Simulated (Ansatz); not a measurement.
# Cu: response to strain

Take Cu (space group P6_3/mmc, No. 194; a cell from a computed database, its experimental status unchecked; relaxed with 0.1 eV smearing) as the base.

```yaml
crystal:
  lattice:
    - [2.51806, 0.00000, 0.00000]
    - [-1.25903, 2.18071, 0.00000]
    - [0.00000, 0.00000, 8.24601]
  atoms:
    - { symbol: Cu, position: [0.00000, 0.00000, 0.00000] }
    - { symbol: Cu, position: [0.00000, 0.00000, 0.50000] }
    - { symbol: Cu, position: [0.33333, 0.66667, 0.25000] }
    - { symbol: Cu, position: [0.66667, 0.33333, 0.75000] }
```

Strains are applied to the cell and any free atomic positions relax.

Calculations: Ansatz (a program for electronic structure) PBEsol, spin-orbit coupling left out.

Notes on the quantities. energy relative to the base: free energy F.

```json
[
 {"isotropic strain (%)": "-2.25", "energy relative to the base (meV/atom)": "29.5"},
 {"isotropic strain (%)": "0", "energy relative to the base (meV/atom)": "0.0"},
 {"isotropic strain (%)": "0.31", "energy relative to the base (meV/atom)": "0.5"},
 {"isotropic strain (%)": "0.78", "energy relative to the base (meV/atom)": "?"},
 {"isotropic strain (%)": "3.78", "energy relative to the base (meV/atom)": "65.6"}
]
```

Task: Fit ΔE = Aε² + Bε³ (ε in %) to the rows shown and predict the withheld row.

Result: Least squares on the printed values gives A = 5.37 and B = -0.20 meV/atom (largest residual 0.0 meV/atom); this predicts 3.2 meV/atom, and the run gives 3.1 meV/atom, in agreement.

Stability against distortions was not tested. The final runs are not spin-polarised. This is not the structure that Cu has at room temperature and ambient pressure.
